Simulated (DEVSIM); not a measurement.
Device: Ru/SiO2/p-Ge capacitor, at 250 K.

Layer 1 from the left is SiO2, thickness (nm) 3.70. Layer 2 from the left is Ge, thickness (nm) 690, Na (cm⁻³) 7.4e17.

Metal gate on the left, work function 4.7 eV. Fixed charge at the semiconductor interface 9.5e10 cm⁻² (in units of +e); no interface traps.

The device is made up for the run: typed textbook-type constants, with dimensions and the other settings drawn at random. Values at 300 K; Nc and Nv go as T^1.5, mobilities as T to minus their exponent, the gap by Varshni's rule with the affinity fixed.

SiO2: gap (eV) 9, affinity (eV) 0.9, permittivity 3.9. Ge: gap (eV) 0.664, affinity (eV) 4, permittivity 16, Nc (cm⁻³) 1.04e19, Nv (cm⁻³) 6e18, Varshni α (eV/K) 0.000477, Varshni β (K) 235.

Model (solved in DEVSIM): 1D Poisson equation in equilibrium, Boltzmann statistics, complete ionisation; no quantum confinement or tunnelling. Metal contacts follow the ideal Schottky-Mott rule: no Fermi-level pinning, no interface dipoles.

Task: What does the simulation give for the minimum of the low-frequency capacitance?

Result: minimum of the low-frequency capacitance 0.293 μF/cm².
